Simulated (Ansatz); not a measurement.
The parent structure is HfO₂ (space group P4_2/nmc, No. 137; a = 3.568 Å, c = 5.167 Å).

It is then changed as follows: a negative pressure, −1 GPa.

Levels (all Ansatz, an electronic-structure program, PAW, earlier PAW set): PBEsol (420 eV, without spin-orbit coupling); r2SCAN (500 eV, no SOC); HSE06 (420 eV, without spin-orbit coupling).

At the geometry relaxed with PBEsol, these levels gave the following band gaps, in shuffled order: (a) 4.58 eV, (b) 6.35 eV, (c) 5.24 eV.

Match each gap to its level.

(a) PBEsol; (b) HSE06; (c) r2SCAN.

Single points use the geometry relaxed with PBEsol. The hybrid gap comes from the SCF mesh plus the semilocal run's edge points and a few special points and is an upper bound. Spin-orbit coupling, missing from the scalar runs, can matter with Hf. Load acts through the strain it causes; cell and atoms are relaxed under it. Whether these cells are dynamically stable was not tested. This is not the structure that HfO2 has at room temperature and ambient pressure.
